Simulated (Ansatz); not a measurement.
# The (111)A surface of zinc-blende GaAs, Ga-terminated, 2x2 with 3 NH2 on 4 top atoms (bottom of the slab: 3 H on 4 bottom sites)

All values below come from PBE (plane waves to 420 eV, PAW; Ansatz, a first-principles code).

Model: 44-atom slab, 14.9 Å thick at the start with caps and adatoms, 3x3x1 mesh, Fermi-Dirac 0.025 eV, dipole correction, 8 atoms held, the rest relaxed; no symmetry held; no spin, no spin-orbit, no U. It is one candidate, not shown to be the stable structure of the face.

| Property | Value |
|---|---|
| gap of the slab on its k-mesh | 0.70 eV |
| highest filled level below the top vacuum level | 4.89 eV |
| energy released by relaxation | 1.54 eV |
| cost | about 40 core-minutes (a rough figure) |
